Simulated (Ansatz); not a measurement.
Functionals compared on a constructed model of the (0001) surface of hcp Zr, a pseudomorphic layer of Ag in the host's stacking (bottom of the slab: a bare face, its two planes held), in Ansatz (plane waves, PAW). The structure was relaxed with PBE; the other rows are single points on it. Cutoff 420 eV (500 eV for r2SCAN).

Set-up: 7 atoms, 15.7 Å thick at the start; mesh 13x13x1; 0.1 eV smearing; dipole correction on; 2 atoms held, the rest relaxed; start symmetry kept, larger cells not searched; no spin, no spin-orbit, no U. It is one candidate, not shown to be the stable structure of the face. These notes are the PBE run's.

```csv
functional,work function of the top face (eV),rough cost of the single point
PBE,3.59,–
RPBE,3.39,around 22 core-seconds (rough)
r2SCAN,3.48,around 50 core-seconds (rough)
```

Ansatz is an electronic-structure program.
